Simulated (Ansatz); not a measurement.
Structures of equal composition on the (0001) surface of 4H silicon carbide (Si plane on top): (√3x√3)R30° Al adatom at H3; (√3x√3)R30° Al adatom at T4. The slabs share one bottom face, and each structure is named by its start. These are constructed structures in small cells; real faces may alloy, dewet or reconstruct in larger ones, and not all known structures of the face are among them. Slabs of about 10 Å, Fermi-Dirac smearing of 0.025 eV. Bottom of the slabs: H caps. Relaxed from the named starts with such symmetry as they have, on meshes of like density; energies extrapolated to zero smearing; spin only where a row says so; no spin-orbit coupling, no U. Brackets mark spin-polarised runs, whose order is one that fits the cell. Where a second, spin-polarised start was run, the lower counts.

Level of theory: PBE (plane waves to 420 eV, PAW; Ansatz, an electronic-structure program).

Question: Rank these by energy per 1x1 cell (lowest first), as PBE gives it.

Answer: (√3x√3)R30° Al adatom at T4 (0.000 eV, gap 1.80 eV on the mesh), (√3x√3)R30° Al adatom at H3 (0.206 eV, gap 1.33 eV on the mesh)
